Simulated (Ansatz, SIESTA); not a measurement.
A SIESTA input for a self-consistent single point of MoIr3 (P6_3/mmc, 8 atoms in the cell) (DFT, LDA PW92, numerical atomic orbitals DZP, PseudoDojo LDA standard norm-conserving potentials (rewritten from UPF to PSML)):

```
# files in the folder: Ir.psml Mo.psml (PseudoDojo LDA standard)
SystemName  MoIr3
SystemLabel MoIr3

NumberOfAtoms                8
NumberOfSpecies              2
%block ChemicalSpeciesLabel
  1 77 Ir
  2 42 Mo
%endblock ChemicalSpeciesLabel
LatticeConstant              5.487000 Ang
%block LatticeVectors
     1.000000000    0.000000000    0.000000000
    -0.500000000    0.866025333    0.000000000
     0.000000000    0.000000000    0.799161655
%endblock LatticeVectors
AtomicCoordinatesFormat      ScaledCartesian
%block AtomicCoordinatesAndAtomicSpecies
     0.500000000    0.576772872    0.199790414  1
    -0.249500000    0.721399102    0.599371241  1
     0.250500000    0.144626231    0.199790414  1
    -0.000000000    0.289252461    0.599371241  1
     0.749500000    0.144626231    0.199790414  1
     0.249500000    0.721399102    0.599371241  1
    -0.000000500    0.577350510    0.199790414  2
     0.500000500    0.288674822    0.599371241  2
%endblock AtomicCoordinatesAndAtomicSpecies

XC.functional                LDA
XC.authors                   PW92
PAO.BasisSize                DZP
PAO.EnergyShift              0.01 Ry
MeshCutoff                   400 Ry
%block kgrid.MonkhorstPack
    5   0   0  0.0
    0   5   0  0.0
    0   0   5  0.0
%endblock kgrid.MonkhorstPack
OccupationFunction           MP
OccupationMPOrder            0
ElectronicTemperature        3156.43 K

MaxSCFIterations             150
SCF.Mixer.Method             Broyden
SCF.Mixer.Weight             0.25
SCF.Mixer.History            8
SCF.DM.Tolerance             1.0E-05
Diag.ParallelOverK           true
WriteForces                  true
```

Question: Give the Ansatz (an electronic-structure program) input for the same structure, mesh, smearing and functional.

Answer: This is the input that was run; spellings and numerical settings could be chosen otherwise.

Ansatz 0.2 input:
```yaml
crystal:
  lattice:
    - [5.48700000, 0.00000000, 0.00000000]
    - [-2.74350000, 4.75188100, 0.00000000]
    - [0.00000000, 0.00000000, 4.38500000]
  atoms:
    - { symbol: Ir, position: [0.83300000, 0.66600000, 0.25000000] }
    - { symbol: Ir, position: [0.16700000, 0.83300000, 0.75000000] }
    - { symbol: Ir, position: [0.33400000, 0.16700000, 0.25000000] }
    - { symbol: Ir, position: [0.16700000, 0.33400000, 0.75000000] }
    - { symbol: Ir, position: [0.83300000, 0.16700000, 0.25000000] }
    - { symbol: Ir, position: [0.66600000, 0.83300000, 0.75000000] }
    - { symbol: Mo, position: [0.33333300, 0.66666700, 0.25000000] }
    - { symbol: Mo, position: [0.66666700, 0.33333300, 0.75000000] }
kpoints:
  mp_grid:
    grid: [5, 5, 5]
hamiltonian:
  xc: lda
  pseudopotentials:
    kind: paw
scf:
  occupations:
    method: gaussian
    width: 0.02 Ry
output:
  forces: true
  eigenvalues: true
  stress: true
```

Basis settings and potentials, where a program has them, do not carry over. This input uses DFT, LDA (PW92), plane waves, default PAW files made with PBE. LDA parametrisations can differ slightly between programs. The width in Ry is rounded to four decimals.

The starting cell comes from a database of published, mostly measured structures (it also holds non-ambient and calculated ones), without a prior relaxation at this level.
